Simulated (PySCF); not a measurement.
PySCF 2.14.0, TPSSH/def2-svp, df: Nb(NMe)(OMe)(NH2)2 (C[N]=[Nb]([NH2])([NH2])[O]C), 17 atoms. The geometry is a generated start, not checked to be a minimum at this level.

```yaml
task: energy
method: tpssh
basis: def2-svp
two_electron_scheme: density fitting
mol.max_memory: 3000 MB
mf.max_cycle: 100
mf.conv_tol: 1e-09 (default)
mf.grids.level: 3 (default)
effective_core_potentials: those of the basis set, past Kr
basis_functions: 165
grid_points: 204544
```

```xyz
17

Nb     0.1594     0.2608     0.3410
N     -1.4009    -0.5858     0.2937
C     -2.5667    -1.3428     0.0227
H     -2.3254    -2.2440    -0.5590
H     -3.0452    -1.6523     0.9594
H     -3.2879    -0.7436    -0.5488
O      1.4141     0.2553    -0.9714
C      2.2503     0.1422    -2.0517
H      2.4284     1.1297    -2.5045
H      3.2210    -0.2753    -1.7430
H      1.8166    -0.5185    -2.8185
N     -0.4930     2.1090     0.7238
H     -1.4368     2.4476     0.8955
H      0.1497     2.8959     0.8097
N      0.8744    -0.4935     2.0457
H      0.4434    -1.1379     2.7034
H      1.7987    -0.2468     2.4020
```

Charge 0 and multiplicity 1 are set for this test and not shown to be the ground state.

With the defaults (mf.DIIS = CDIIS, mf.diis = true, mf.init_guess = minao, mf.damp = 0, mf.diis_start_cycle = 1, mf.diis_space = 8, newton = off) it converges in 16 Fock builds. One run each on 2 threads, 1 BLAS thread, with these changes:
- mf.diis_space = 5
- mf.DIIS = EDIIS
- mf.diis = false
- mf.diis_space = 3
- mf.init_guess = huckel
- mf.diis_space = 20
- newton = Hessian by the SCF's own integrals
- mf.diis = false, mf.damp = 0.7, mf.diis_start_cycle = 999
- mf.init_guess = atom

### Question
Name the settings that don't reach the solution of the defaults.

### Answer
No convergence: mf.DIIS = EDIIS; mf.diis = false (the run ends without SCF convergence in 100 cycles). The rest reach the solution of the defaults.

```tsv
setting	Fock builds	end
mf.init_guess = atom	15	same solution
the defaults	16	same solution
mf.diis_space = 20	16	same solution
mf.init_guess = huckel	20	same solution
mf.diis_space = 5	21	same solution
mf.diis = false, mf.damp = 0.7, mf.diis_start_cycle = 999	28	same solution
newton = Hessian by the SCF's own integrals	51	same solution
mf.diis_space = 3	53	same solution
mf.DIIS = EDIIS	101	no convergence
mf.diis = false	101	no convergence
```

Under newton the count holds the products with the orbital Hessian.
